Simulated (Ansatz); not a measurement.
## A computed series for hypothetical CsCl type GaN: response to strain

Consider GaN in the CsCl type structure (space group Pm-3m, No. 221; a = 2.743 Å; a hypothetical phase, not in the database extracts checked; relaxed with 0.1 eV smearing). Axes: x, y, z lie along the cube axes.

Strains are applied to the cell and any free atomic positions relax; under biaxial strain the out-of-plane vector relaxes too; under stress the whole cell relaxes.

Computed with plane-wave PAW DFT at the PBE level (Ansatz, a quantum-chemistry and plane-wave program, 420 eV), spin-orbit coupling left out.

Notes on the quantities. pressure: mean of the normal stresses, compression positive.

```csv
change,shortest interatomic distance,pressure
base,4.489 bohr,0.0 GPa
"biaxial strain −1.35 %, plane normal [001], relaxed out of plane",4.461 bohr,3.0 GPa
"biaxial strain −2.96 %, plane normal [110], relaxed out of plane",4.356 bohr,-4.4 GPa
uniaxial strain ε_zz = +2.39 %,4.525 bohr,-3.2 GPa
uniaxial strain ε_zz = +2.71 %,4.530 bohr,-3.6 GPa
uniaxial strain ε_zz = +4.02 %,4.550 bohr,-5.1 GPa
"uniaxial stress, 0.5 GPa compression along z",4.487 bohr,–
```

Beyond what the load breaks, stability against distortions was not tested. All final runs are without spin polarisation. Under biaxial strain −2.96 %, plane normal [110], relaxed out of plane the cell ends below the base's energy or with stress of the wrong sign: the atoms slid into a distortion or the cell is elastically unstable, so the base is not a stable minimum at this level.
